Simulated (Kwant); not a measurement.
System: quantum point contact (saddle potential) in a In0.53Ga0.47As two-dimensional gas. Effective mass 0.041 mₑ, grid spacing 7.5 nm, hard walls, nominal width 150 nm (19 grid rows, so walls 150 nm apart), one parabolic valley, scattering region 450 nm long along x; energies count from the band bottom; Fermi energy swept from 0.00020381 to 0.01456 eV. Potential (V0 + ½k y²) cos²(πx/L) for |x| < L/2, with V0 = 0.0056 eV, k = 8.8e-06 eV/nm², L = 330 nm.

Constants are typed, rounded textbook-type inputs, not results; the design itself was drawn at random and stands for no fabricated device.

Kwant, effective-mass tight-binding model on a square grid, one spin, coherent transport at 0 K. Conductance is in e²/h.

Sweep values stay those of the base run.

Base results: G (e²/h) at E = 3.741 meV 2.6e-8; G (e²/h) at E = 14.56 meV 2.04; G (e²/h) at E = 10.81 meV 1.05; G (e²/h) at E = 7.278 meV 0.20.

Task: What follows from this one change: length of the gated region 330 → 430 nm?

Result: G at E = 3.741 meV 2.6e-8 → 1.3e-10 e²/h; G at E = 14.56 meV little changed (2.01 e²/h); G at E = 10.81 meV little changed (1.02 e²/h); G at E = 7.278 meV 0.20 → 0.14 e²/h.

Task: What follows from this one change: effective mass 0.041 → 0.025 mₑ?

Result: G at E = 3.741 meV 2.6e-8 → 1.8e-7 e²/h; G at E = 14.56 meV 2.04 → 1.97 e²/h; G at E = 10.81 meV 1.05 → 1.00 e²/h; G at E = 7.278 meV 0.20 → 0.053 e²/h.
